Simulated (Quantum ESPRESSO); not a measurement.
A self-consistent single point of PAuS (Pbca, 24 atoms in the cell) with Quantum ESPRESSO.

Method: PBEsol, GBRV 1.5 ultrasoft (PBESOL) pseudopotentials (plane waves; Quantum ESPRESSO).

```yaml
crystal:
  lattice:
    - [5.65826, 0.00000, 0.00000]
    - [0.00000, 5.69872, 0.00000]
    - [0.00000, 0.00000, 16.63846]
  atoms:
    - { symbol: P, position: [0.10095, 0.07436, 0.17057] }
    - { symbol: P, position: [0.89905, 0.92564, 0.82943] }
    - { symbol: P, position: [0.39905, 0.92564, 0.67057] }
    - { symbol: P, position: [0.60095, 0.07436, 0.32943] }
    - { symbol: P, position: [0.60095, 0.42564, 0.82943] }
    - { symbol: P, position: [0.39905, 0.57436, 0.17057] }
    - { symbol: P, position: [0.89905, 0.57436, 0.32943] }
    - { symbol: P, position: [0.10095, 0.42564, 0.67057] }
    - { symbol: S, position: [0.59771, 0.71947, 0.58781] }
    - { symbol: S, position: [0.40229, 0.28053, 0.41219] }
    - { symbol: S, position: [0.90229, 0.28053, 0.08781] }
    - { symbol: S, position: [0.09771, 0.71947, 0.91219] }
    - { symbol: S, position: [0.09771, 0.78053, 0.41219] }
    - { symbol: S, position: [0.90229, 0.21947, 0.58781] }
    - { symbol: S, position: [0.40229, 0.21947, 0.91219] }
    - { symbol: S, position: [0.59771, 0.78053, 0.08781] }
    - { symbol: Au, position: [0.99280, 0.18142, 0.37140] }
    - { symbol: Au, position: [0.00720, 0.81858, 0.62860] }
    - { symbol: Au, position: [0.50720, 0.81858, 0.87140] }
    - { symbol: Au, position: [0.49280, 0.18142, 0.12860] }
    - { symbol: Au, position: [0.49280, 0.31858, 0.62860] }
    - { symbol: Au, position: [0.50720, 0.68142, 0.37140] }
    - { symbol: Au, position: [0.00720, 0.68142, 0.12860] }
    - { symbol: Au, position: [0.99280, 0.31858, 0.87140] }
```

Reference input (self-consistent single point, DFT, PBEsol, plane waves, GBRV 1.5 ultrasoft (PBESOL) pseudopotentials): ecutwfc = 40 Ry; ecutrho = 320 Ry; occupations = fixed; potentials = {P: p_pbesol_v1.5.uspp.F.UPF, S: s_pbesol_v1.4.uspp.F.UPF, Au: au_pbesol_v1.uspp.F.UPF}; K_POINTS = automatic 3 3 1 1 1 1; nbnd = 92; conv_thr = 1e-10 Ry; mixing_beta = 0.7. This run's input differs from it in these lines:

```diff
@@ -56,3 +56,3 @@
 K_POINTS {automatic}
-3 3 1  1 1 1
+5 5 2  1 1 1
```

Log, with long lists cut:

```
     Self-consistent Calculation

     iteration #  1     ecut=    40.00 Ry     beta= 0.70

---- Real-time Memory Report at c_bands before calling an iterative solver
          2101 MiB given to the printing process from OS
           494 MiB allocation reported by mallinfo(arena+hblkhd)
------------------

     total energy              =   -1232.10239662 Ry
     estimated scf accuracy    <       3.19267988 Ry

     iteration #  2     ecut=    40.00 Ry     beta= 0.70

---- Real-time Memory Report at c_bands before calling an iterative solver
          2452 MiB given to the printing process from OS
   [... lines left out ...]

---- Real-time Memory Report at c_bands before calling an iterative solver
          2485 MiB given to the printing process from OS
           562 MiB allocation reported by mallinfo(arena+hblkhd)
------------------

     total energy              =   -1234.01477729 Ry
     estimated scf accuracy    <          1.5E-10 Ry

     iteration # 18     ecut=    40.00 Ry     beta= 0.70

---- Real-time Memory Report at c_bands before calling an iterative solver
          2485 MiB given to the printing process from OS
           562 MiB allocation reported by mallinfo(arena+hblkhd)
------------------
     End of self-consistent calculation

     highest occupied, lowest unoccupied level (ev):     6.7565    7.5202

!    total energy              =   -1234.01477729 Ry
     estimated scf accuracy    <          5.2E-12 Ry

     convergence has been achieved in  18 iterations

     Forces acting on atoms (cartesian axes, Ry/au):

     atom    1 type  1   force =     0.00579564   -0.00659695   -0.00028069
     atom    2 type  1   force =    -0.00579564    0.00659695    0.00028069
     atom    3 type  1   force =    -0.00579564    0.00659695   -0.00028069
     atom    4 type  1   force =     0.00579564   -0.00659695    0.00028069
     atom    5 type  1   force =     0.00579564    0.00659695    0.00028069
     atom    6 type  1   force =    -0.00579564   -0.00659695   -0.00028069
   [... lines left out ...]

     Total force =     0.039747     Total SCF correction =     0.000004

          total   stress  (Ry/bohr**3)                   (kbar)     P=      -35.16
  -0.00029076   0.00000000   0.00000000          -42.77        0.00        0.00
   0.00000000  -0.00029583   0.00000000            0.00      -43.52        0.00
   0.00000000   0.00000000  -0.00013035            0.00        0.00      -19.17

   JOB DONE.
```

The run converged in 18 iterations. Against the reference run the free energy falls by 4.5 meV/atom, the pressure stays near -3.52 GPa while the zz stress (positive for compression) goes from -1.60 to -1.92 GPa, the largest force goes from 0.338 to 0.272 eV/Å and the gap on the mesh goes from 0.909 to 0.764 eV.

The starting cell comes from a database of computed structures (which also holds hypothetical and non-ambient phases and stackings), without a prior relaxation at this level. Spin-orbit coupling is off. With a pressure of about -4 GPa the cell is away from its equilibrium volume at this level. Another mesh or the band path of this cell gives a smaller gap, so this value is not converged in the mesh.

Cost on one core of a shared machine: roughly 30 min.
